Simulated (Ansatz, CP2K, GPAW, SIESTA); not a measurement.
# One structure in several programs: CdSe (P6_3mc, 4 atoms in the cell)

Band-structure calculation.

```yaml
crystal:
  lattice:
    - [4.34609, 0.00000, 0.00000]
    - [-2.17305, 3.76382, 0.00000]
    - [0.00000, 0.00000, 7.08984]
  atoms:
    - { symbol: Cd, position: [0.66667, 0.33333, 0.49995] }
    - { symbol: Cd, position: [0.33333, 0.66667, 0.99995] }
    - { symbol: Se, position: [0.66667, 0.33333, 0.87591] }
    - { symbol: Se, position: [0.33333, 0.66667, 0.37591] }
```

Shared settings, as Ansatz (an electronic-structure program) writes them: kpoints.mp_grid.grid = 7 7 4; scf.occupations.method = fixed. Potentials and cutoffs stand in the table.

```csv
code,model,gap along the path (eV),smallest direct gap (eV),cutoff
CP2K,"PBE, GPW, DZVP-MOLOPT-PBE-GTH basis, GTH-PBE potentials (POTENTIAL_UZH)",0.60,0.60,grid 500 Ry
SIESTA,"GGA PBE, numerical atomic orbitals DZP, PseudoDojo PBE standard norm-conserving potentials (rewritten from UPF to PSML)",0.84,0.84,grid 300 Ry
GPAW,"PBE, GPAW PAW datasets PBE (gpaw-data 1.0.1)",0.60,0.60,550 eV
Ansatz,"PBE, PAW files",0.60,0.60,420 eV
```

The spread over the programs that give each value: gap along the path within 0.24 eV; smallest direct gap within 0.24 eV.

CP2K and SIESTA use small atom-centred bases, whose incompleteness enters pressures, forces and empty levels differently from a plane-wave cutoff.

In the gap along the path, SIESTA stands apart from the plane-wave programs.

The starting cell comes from a database of computed structures (which also holds hypothetical and non-ambient phases and stackings), without a prior relaxation at this level.

Left out of this page: Quantum ESPRESSO and Elk (not drawn, or without a comparable value).

Keys are those of Ansatz 0.2.
